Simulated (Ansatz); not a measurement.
The starting structures come from a database of crystals and need not be the phases stable at ambient conditions.

 Where the default PAW files enter, the runs use the earlier of Ansatz's two default sets.

Data:

```
GaBO3
1.0
    4.57636     0.00000     0.00000
    2.28818     4.91867     0.00000
    2.28818     1.06447     3.81762
Ga B O
2 2 6
Direct
  0.50000   0.50000   0.50000
  0.00000   0.00000   0.00000
  0.25000   0.25000   0.25000
  0.75000   0.75000   0.75000
  0.25000   0.25000   0.94889
  0.75000   0.75000   0.05111
  0.55111   0.25000   0.25000
  0.44889   0.75000   0.75000
  0.94889   0.25000   0.55111
  0.05111   0.75000   0.44889
```

Space group of this cell: R-3c. The cell is taken as given; by PBEsol its mean pressure is 0.6 GPa.

Transport runs along the normal of the first two printed cell vectors, the (101) plane of the conventional cell.

The gap is the functional's own, uncorrected, and κ follows it; spin-orbit coupling is left out. Mid-gap values are interpolated between the computed energies.

### Question
Compute, with PBEsol in Ansatz (a quantum-chemistry and plane-wave program), the band gap and the smallest decay constant κ at mid-gap.

### Answer
Gap 4.18 eV on a 8×8×8 mesh; κ = 0.351 1/Å, at the zone centre.
